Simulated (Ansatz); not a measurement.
MgCO3 (R-3c, No. 167), treated with LDA (PAW; Ansatz, a program for electronic structure).

Numerical settings: plane-wave cutoff 520 eV, 10×10×10 k mesh, Fermi–Dirac smearing 0.01 eV, scalar-relativistic PAW data made under PBE.

Response to compression and expansion:

Shape and atoms are relaxed at each volume.

```
V (Å³/atom)  P (GPa)  direct gap at Γ (eV)  smallest gap on the k mesh (eV)   c (Å)
-----------  -------  --------------------  -------------------------------  ------
8.551           5.41                 5.705                            5.093  14.269
8.729           2.55                 5.729                            5.065  14.433
8.907          -0.01                 5.753                            5.035  14.594
9.085          -2.29                 5.777                            5.004  14.752
9.263          -4.33                 5.801                            4.972  14.908
```

The fundamental gap (5.02 eV at the equilibrium volume, with added k points) lies elsewhere than Γ–Γ.

Note: the bulk modulus comes from volumes at which shape and atoms were relaxed.
